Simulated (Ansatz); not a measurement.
Consider HfO2 in the fluorite structure (space group Fm-3m, No. 225).

```xyz
3
Lattice="0.0000 2.5219 2.5219 2.5219 0.0000 2.5219 2.5219 2.5219 0.0000" Properties=species:S:1:pos:R:3 pbc="T T T"
Hf     0.0000     0.0000     0.0000
O      1.2610     1.2610     1.2610
O      3.7829     3.7829     3.7829
```

Levels (all Ansatz, a quantum-chemistry and plane-wave program, PAW): PBEsol (420 eV, no spin-orbit coupling); r2SCAN (500 eV, scalar-relativistic without spin-orbit coupling); HSE06 (420 eV, no SOC).

At the geometry relaxed with PBEsol, these levels gave the following band gaps, in shuffled order: (a) 3.69 eV, (b) 4.33 eV, (c) 5.43 eV.

Task: Match each gap to its level.

Result: (a) PBEsol; (b) r2SCAN; (c) HSE06.

Single points use the geometry relaxed with PBEsol. HSE06 gaps are upper bounds (no full band path). Spin-orbit coupling, missing from the scalar runs, can matter with Hf. Whether these cells are dynamically stable was not tested. This is not the structure that HfO2 has at room temperature and ambient pressure.
